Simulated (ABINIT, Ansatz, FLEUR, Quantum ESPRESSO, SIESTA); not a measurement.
Code comparison for Tc3N (P-6m2, 4 atoms in the cell)

Self-consistent single point.

```yaml
crystal:
  lattice:
    - [2.79779, 0.00000, 0.00000]
    - [-1.39889, 2.42296, 0.00000]
    - [0.00000, 0.00000, 7.03934]
  atoms:
    - { symbol: Tc, position: [0.00000, 0.00000, 0.50000] }
    - { symbol: Tc, position: [0.66667, 0.33333, 0.80333] }
    - { symbol: Tc, position: [0.66667, 0.33333, 0.19667] }
    - { symbol: N, position: [0.00000, 0.00000, 0.00000] }
```

All programs got the same cell, k-point mesh and kind of occupations (in Ansatz's words: kpoints.mp_grid.grid = 14 14 5; scf.occupations.method = gaussian; scf.occupations.width = 0.0037 Ry); potentials, basis and cutoffs are each program's usual ones.

```
code                                                                                                                                      model  pressure (GPa)  largest force (eV/Å)  k-points           cutoff
----------------  -----------------------------------------------------------------------------------------------------------------------------  --------------  --------------------  --------  ---------------
ABINIT                                                           PBEsol, norm-conserving pseudopotentials (PseudoDojo nc-sr-04 PBEsol standard)           -5.55                 0.196        72            84 Ry
Ansatz                                                                                                  PBEsol, default PAW files made with PBE           -5.95                 0.219        72          default
FLEUR                                                                           PBEsol, all-electron FLAPW (FLEUR), scalar-relativistic valence               –                 0.284        72  Kmax 4.4 1/bohr
Quantum ESPRESSO                                                                           PBEsol, GBRV 1.5 ultrasoft (PBESOL) pseudopotentials           -6.45                 0.215        72            40 Ry
SIESTA            GGA PBEsol, numerical atomic orbitals DZP, PseudoDojo PBEsol standard norm-conserving potentials (rewritten from UPF to PSML)           -4.44                 0.133       528      grid 300 Ry
```

A dash marks a value that a program does not give, or that is left out as unsure.

The spread over the programs that give each value: pressure within 2.01 GPa; largest force within 0.151 eV/Å.

The starting cell comes from a database of computed structures (which also holds hypothetical and non-ambient phases and stackings), without a prior relaxation at this level. On Ansatz's run: Spin polarisation is off. In the base run, with a pressure of about -6 GPa the cell is away from its equilibrium volume at this level.

Task: Why do the programs differ, and what cannot be compared?

Result: Differences of this kind can come from the potentials, where these differ, and from what each basis and cutoff leave unconverged. The zero of total energies and Fermi levels follows the potentials and each program's conventions, so they are not compared here. SIESTA uses small atom-centred bases, whose incompleteness enters pressures, forces and empty levels differently from a plane-wave cutoff. FLEUR treats all electrons, but the usual bases taken here (sphere radii, linearisation, local orbitals, empty states) were not tested for convergence, so the values are no reference for the others. Ansatz's pressure is given at a fixed set of plane waves, as the other plane-wave codes print theirs. Ansatz's smearing width was typed in Ry to four decimals, so it matches the others to a few per cent. The programs reduce the same mesh by symmetry to different extents, which changes the work and not the result. In the pressure, SIESTA (by 1.51) lies more than 1 GPa from the median of the plane-wave programs. In the force vectors, SIESTA (by 0.348) lies more than 0.08 eV/Å from the median of the plane-wave programs.

Left out of this page: Elk (not drawn, or without a comparable value).

Ansatz is a program for electronic structure.

Keys are those of Ansatz 0.2.
